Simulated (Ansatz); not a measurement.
Start from BeS in the zinc blende structure (space group F-43m, No. 216; a = 4.796 Å).

Computed with LDA/PAW in Ansatz (a first-principles code), scalar-relativistic without spin-orbit coupling.

One change was made to it. Results:

| quantity | base | after |
|---|---|---|
| shortest interatomic distance | 2.077 Å | 2.063 Å |
| electron mass | 0.80 mₑ along k, 0.28 mₑ across (at X) | 0.79 mₑ along k, 0.27 mₑ across (at X) |
| width of the top valence band | 3.57 eV | 3.67 eV |
| smallest direct gap | 5.49 eV | 5.48 eV |

### Question
What was done to the base?
(A) pressure 2.1 GPa
(B) pressure 4.5 GPa
(C) pressure 15 GPa

### Answer
A, pressure 2.1 GPa. For comparison, the shortest interatomic distance in the other runs: pressure 15 GPa gives 1.997 Å; pressure 4.5 GPa gives 2.049 Å.

Load acts through the strain it causes; cell and atoms are relaxed under it. Masses are band curvatures over ±0.01 Å⁻¹ around the edge. Along k means along the line from Γ to the band edge. No phonon test of stability was made. Competing high-pressure phases were not computed.
